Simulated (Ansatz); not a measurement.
Results of r²SCAN in Ansatz (PAW) for Ce2C3 (I-43d, No. 220; cell taken from a computed entry).

Settings: plane-wave cutoff 500 eV, 8×8×8 k mesh, Fermi–Dirac smearing 0.05 eV, no spin polarisation, scalar-relativistic PAW data made under PBE.

Computed at the level's own relaxed cell.

Problem. What does this level give for the equilibrium volume per atom and lattice parameter a?

Solution. 
equilibrium volume per atom: 14.83 Å³/atom
lattice parameter a: 8.402 Å

Note: the relaxation could not lower the start's symmetry, so the cell can be a saddle point above a distorted one; the 4f shell is treated without U or exact exchange, so its levels and filling can be wrong.

Spin–orbit coupling is not included.

Computing time: roughly 22 core-minutes.

Ansatz is a first-principles code.
